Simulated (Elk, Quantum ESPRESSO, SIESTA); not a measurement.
# One structure in several programs: FeCl₄ (Cmmm, 5 atoms in the cell)

Self-consistent single point.

```xyz
5
Lattice="3.8369 -4.6014 0.0000 3.8369 4.6014 0.0000 0.0000 0.0000 3.4964" Properties=species:S:1:pos:R:3 pbc="T T T"
Fe     3.8369     0.0000     1.7482
Cl     3.8369    -2.1419     1.7482
Cl     3.8369     2.1419     1.7482
Cl     2.1760     0.0000     0.0000
Cl     5.4979     0.0000     0.0000
```
Moments meant for the start (each program seeds them in its own way; μB, in the order of the atoms Fe Cl Cl Cl Cl): 4.0 0.0 0.0 0.0 0.0.

Shared settings, as Quantum ESPRESSO writes them: occupations = smearing; smearing = fermi-dirac; degauss = 0.0036749 Ry; nspin = 2; K_POINTS = automatic 3 3 5 0 0 0. Potentials and cutoffs stand in the table.

```csv
code,model,pressure (GPa),largest force (eV/Å),size of the net moment (μB/atom),cutoff
Quantum ESPRESSO,"PBEsol+U, PseudoDojo standard norm-conserving (PBESOL) pseudopotentials",2.32,1.071,0.90,90 Ry
SIESTA,"GGA PBEsol+U, numerical atomic orbitals DZP, PseudoDojo PBEsol standard norm-conserving potentials (rewritten from UPF to PSML)",-0.28,1.291,1.00,grid 300 Ry
Elk,"PBEsol+U, all-electron FP-LAPW, Elk's shipped species files, default APW+lo basis",–,–,0.41,rgkmax 7
```

Size of the force on each atom (eV/Å): Sizes of forces hide their directions.

```json
[
 {"code": "Quantum ESPRESSO", "Fe1": "0.000", "Cl2": "1.071", "Cl3": "1.071", "Cl4": "0.286", "Cl5": "0.286"},
 {"code": "SIESTA", "Fe1": "0.000", "Cl2": "1.291", "Cl3": "1.291", "Cl4": "0.373", "Cl5": "0.373"}
]
```

Hubbard term: ortho-atomic; U Fe-3d 6 eV.

A dash marks a value that a program does not give, or that is left out as unsure.

The net moments differ, which can mean other magnetic states; other values may part for that reason too.

On Quantum ESPRESSO's run: with one magnetic atom in the cell only a parallel order is possible. With U or open f shells several self-consistent states can exist.

The spread over the programs that give each value: pressure within 2.60 GPa; largest force within 0.220 eV/Å; size of the net moment within 0.59 μB/atom.

SIESTA uses small atom-centred bases, whose incompleteness enters pressures, forces and empty levels differently from a plane-wave cutoff. Elk treats all electrons, but the usual bases taken here (sphere radii, linearisation, local orbitals, empty states) were not tested for convergence, so the values are no reference for the others. The same U acts on different projectors in each program, which moves gaps, moments and pressures.

The shared mesh is coarse (it stands for a supercell whose shortest vector is 17 Å), so the values are not converged in it.

The starting cell comes from a database of computed structures (which also holds hypothetical and non-ambient phases and stackings), without a prior relaxation at this level.

Left out of this page: Ansatz (with a known weakness of the program).
